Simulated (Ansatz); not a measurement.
# TiO2: pressure series

Consider TiO₂ in the anatase structure (space group I4_1/amd, No. 141).

```xyz
6
Lattice="-1.8889 1.8889 4.7919 1.8889 -1.8889 4.7919 1.8889 1.8889 -4.7919" Properties=species:S:1:pos:R:3 pbc="T T T"
Ti     0.0000     0.0000     4.7919
Ti     1.8889     0.0000     2.3959
O      0.0000     0.0000     2.8055
O      1.8889     0.0000     0.4095
O      1.8889     0.0000     4.3824
O      0.0000     0.0000     6.7783
```

Cell and atoms are relaxed at each pressure.

Calculations: Ansatz (a program for electronic structure) r2SCAN, spin-orbit coupling left out.

Candidates:
(a) pressure −2 GPa
(b) pressure 1.5 GPa
(c) pressure 0.7 GPa

Base values:

- c/a ratio: 2.537

### Question
Order them by c/a ratio, lowest first.

### Answer
(b) pressure 1.5 GPa (2.527), (c) pressure 0.7 GPa (2.532), (a) pressure −2 GPa (2.550)

Load acts through the strain it causes; cell and atoms are relaxed under it. No phonon test of stability was made. All final runs are without spin polarisation.
